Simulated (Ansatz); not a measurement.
**Effective masses and thermopower of monolayer GeSe**

Input:

```
CELL_PARAMETERS angstrom
      3.85427     0.00000     0.00000
      0.00000     4.15088     0.00000
      0.00000     0.00000    18.83059
ATOMIC_POSITIONS crystal
  Ge 0.75000 0.90376 0.56345
  Ge 0.25000 0.40376 0.43655
  Se 0.25000 0.47084 0.57119
  Se 0.75000 0.97084 0.42881
```

Level of theory: PBE, rigid bands (plane waves, PAW, scalar-relativistic; Ansatz, an electronic-structure program). Condition of this run: biaxial strain -3 %. Geometry: cell and atoms relaxed with PBE, then loaded as said.

```yaml
band_gap: 0.63 eV
electron conductivity mass (300 K, dilute): 0.178 (x), 0.132 (y) mₑ
effective density of states N_c (300 K): 3.2e12 cm⁻²
Seebeck coefficient, n-type 1.9e12 cm⁻², 300 K: -216 μV/K
```

Rigid bands; masses and Seebeck coefficients take one relaxation time τ for all states and one kind of carrier; polarons and phonon drag are left out. Spin-orbit coupling is left out.
